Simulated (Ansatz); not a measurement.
The reference is ZrSe$_{2}$ in the CdI2 type structure (space group P-3m1, No. 164; layered, stacked along the Cartesian z axis).

```
ZrSe2
1.0
    3.73508     0.00000     0.00000
   -1.86754     3.23468     0.00000
    0.00000     0.00000     6.03154
Zr Se
1 2
Direct
  0.00000   0.00000   0.00000
  0.33333   0.66667   0.26507
  0.66667   0.33333   0.73493
```

Cartesian axes are those of the cell as printed.

The values are results of PBE-D3(BJ) in Ansatz (plane waves to 420 eV, PAW, scalar-relativistic without spin-orbit coupling), not measurements.

Before the change:

```
Item               Result
---------------  --------
Gap character      absent
Volume per atom  24.29 Å³
Pressure          0.0 GPa
Band gap             zero
```

Perturbation: tensile biaxial strain of 3.42 % in the plane normal to [001], as in epitaxy on a mismatched substrate; the out-of-plane cell vector and the atoms relax.

Task: Predict the new valence-band top at Γ.

Result: The valence-band top at Γ (three highest levels, from the VBM) comes out as 0.00, -0.41, -0.41 eV.

Task: What happens to the gap character?

Result: The gap character changes from absent to indirect, Γ → L.

Task: Predict the new volume per atom.

Result: The volume per atom goes up by 1.33 Å³, from 24.29 Å³ to 25.62 Å³.

Task: How does this affect the pressure?

Result: The pressure (mean of the normal stresses, compression positive) goes from zero to -2.6 GPa.

Task: What happens to the band gap?

Result: The band gap becomes 0.17 eV (base: zero).

Stability against distortions was not tested. All final runs are without spin polarisation. Gaps under 0.05 eV, about the width of the smearing, are given as zero. A zero or small gap of ZrSe2 can be the functional's error rather than a property of the material.

Ansatz is an electronic-structure program.
